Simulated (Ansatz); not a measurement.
Fe on the Si site (Fe_Si) in silicon (start: the Si site; 64-site cell, 2×2×2 shifted sampling), impurity bounded by its compound with the host (Δμ(Si) = 0.00 eV, Δμ(Fe) = -1.33 eV, bounded by FeSi2 (Cmce); only phases computed here count, gases as isolated molecules at 0 K). Calculation: PBE, PAW (plane waves to 420 eV; Ansatz, a first-principles code). In charge state 0 (moment 0.0 μB) the formation energy is 3.27 eV. The crystal has 4.89 × 10^22 Si sites per cm³.

Problem. Estimate the equilibrium concentration at 1300 K in the dilute limit, leaving out vibrational entropy and degeneracy.

Solution. kT = 0.1120 eV; c = N exp(−E_f / kT) = 4.89 × 10^22 × exp(−29.2) ≈ 1 × 10^10 cm^-3. An error of 0.2 eV in E_f moves this by a factor of 6.
